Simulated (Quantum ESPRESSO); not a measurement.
Input and output of a self-consistent single point for Mg3Zn (P-6m2, 4 atoms in the cell) (Quantum ESPRESSO).

Computed with PBEsol, SSSP 1.1.2 efficiency (PBE) pseudopotentials (plane waves; Quantum ESPRESSO 7.5).

```yaml
crystal:
  lattice:
    - [3.10135, 0.00000, 0.00000]
    - [-1.55068, 2.68585, 0.00000]
    - [0.00000, 0.00000, 9.69360]
  atoms:
    - { symbol: Mg, position: [0.00000, 0.00000, 0.00000] }
    - { symbol: Mg, position: [0.66667, 0.33333, 0.73091] }
    - { symbol: Mg, position: [0.66667, 0.33333, 0.26909] }
    - { symbol: Zn, position: [0.00000, 0.00000, 0.50000] }
```

Reference input (self-consistent single point, DFT, LDA (PZ), plane waves, GBRV 1.5 ultrasoft (LDA) pseudopotentials): ecutwfc = 50 Ry; ecutrho = 250 Ry; occupations = smearing; smearing = gaussian; degauss = 0.0073499 Ry; potentials = {Mg: mg_lda_v1.4.uspp.F.UPF, Zn: zn_lda_v1.uspp.F.UPF}; K_POINTS = automatic 8 8 3 0 0 0; conv_thr = 1e-10 Ry; mixing_beta = 0.3. This run's input differs from it in these lines:

```diff
@@ -15,3 +15,3 @@
   ecutwfc = 50
-  ecutrho = 250
+  ecutrho = 400
   occupations = 'smearing'
@@ -19,2 +19,3 @@
   degauss = 0.0073499
+  input_dft = 'pbesol'
 /
@@ -25,4 +26,4 @@
 ATOMIC_SPECIES
-Mg    24.3050  mg_lda_v1.4.uspp.F.UPF
-Zn    65.3800  zn_lda_v1.uspp.F.UPF
+Mg    24.3050  Mg.pbe-n-kjpaw_psl.0.3.0.UPF
+Zn    65.3800  Zn_pbe_v1.uspp.F.UPF
 ATOMIC_POSITIONS crystal
```

Output (repeated stretches shortened):

```
     Self-consistent Calculation

     iteration #  1     ecut=    50.00 Ry     beta= 0.30

     Threshold (ethr) on eigenvalues was too large:
     Diagonalizing with lowered threshold

     total energy              =    -559.35606835 Ry
     estimated scf accuracy    <       0.08767631 Ry

     iteration #  2     ecut=    50.00 Ry     beta= 0.30

     total energy              =    -559.36596507 Ry
     estimated scf accuracy    <       0.05358701 Ry

     iteration #  3     ecut=    50.00 Ry     beta= 0.30

     total energy              =    -559.37394417 Ry
     estimated scf accuracy    <       0.01769363 Ry

   [... 8 blocks of this kind left out ...]

     iteration # 12     ecut=    50.00 Ry     beta= 0.30

     total energy              =    -559.37529956 Ry
     estimated scf accuracy    <          3.8E-10 Ry

     iteration # 13     ecut=    50.00 Ry     beta= 0.30
     End of self-consistent calculation

     the Fermi energy is     5.6344 ev

!    total energy              =    -559.37529956 Ry
     estimated scf accuracy    <          6.7E-11 Ry
     smearing contrib. (-TS)   =      -0.00094936 Ry
     internal energy E=F+TS    =    -559.37435021 Ry

     convergence has been achieved in  13 iterations

     Forces acting on atoms (cartesian axes, Ry/au):

     atom    1 type  1   force =     0.00000000    0.00000000    0.00000000
     atom    2 type  1   force =     0.00000000   -0.00000000   -0.00090859
     atom    3 type  1   force =     0.00000000   -0.00000000    0.00090859
     atom    4 type  2   force =     0.00000000    0.00000000    0.00000000

     Total force =     0.001285     Total SCF correction =     0.000006

          total   stress  (Ry/bohr**3)                   (kbar)     P=       -2.81
  -0.00001356  -0.00000000   0.00000000           -1.99       -0.00        0.00
  -0.00000000  -0.00001356   0.00000000           -0.00       -1.99        0.00
   0.00000000   0.00000000  -0.00003015            0.00        0.00       -4.43

   JOB DONE.
```

The run converged in 13 iterations. Against the reference run the pressure goes from -2.21 to -0.28 GPa and the largest force goes from 0.079 to 0.023 eV/Å.

The starting cell comes from a database of computed structures (which also holds hypothetical and non-ambient phases and stackings), without a prior relaxation at this level.
